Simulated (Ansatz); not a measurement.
# Fluorite PtAl2

These are PBEsol in Ansatz (PAW) values and carry that method's errors.

Settings: plane-wave cutoff 520 eV, 20×20×20 k mesh, Fermi–Dirac smearing 0.091 eV (set by the program), scalar-relativistic PAW data made under PBE.

Cell: measured lattice: a = b = c = 5.910 Å, α = β = γ = 90.00°.

* **elastic constant C11**: 181 GPa
* **elastic constant C12**: 112 GPa
* **elastic constant C44**: 46.7 GPa
* **Voigt–Reuss–Hill bulk modulus**: 135 GPa
* **Voigt–Reuss–Hill shear modulus (Hill average)**: 41.5 GPa
* **Young modulus**: 113 GPa
* **Poisson ratio**: 0.360

Note: the cell isn't this level's own, so it is under some stress, which shifts stiffness and frequencies.

Elastic constants are with the ions relaxed.

Spin–orbit coupling is not included.

Computed values are for the static lattice.

Cost on a shared machine: around 19 core-minutes (rough).

Ansatz is an electronic-structure program.
